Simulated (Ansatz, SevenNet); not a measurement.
For Ti3Al (P6₃/mmc, No. 194), the machine-learned potential SevenNet-0 (trained on PBE and PBE+U data) gives:

- equilibrium lattice constant a: 5.717 Å
- c axis length: 4.695 Å
- formation enthalpy: -0.328 eV/atom

**Question.** What does LDA (PAW; Ansatz, a first-principles code) give for the same quantities?

**Answer.** 
- lattice constant a: 5.619 Å (drops by 1.7 %)
- lattice parameter c: 4.567 Å (decreases by 2.7 %)
- formation enthalpy: -0.293 eV/atom (moves by +0.035 eV/atom)

Changes are worked out from the printed values.

Unless a cell is named, each level is at its own relaxed cell (SevenNet-0 16.61, LDA 15.61 Å³/atom).

Ansatz's density-functional and Hartree–Fock values are scalar-relativistic unless marked +SOC, with PAW data made under PBE.
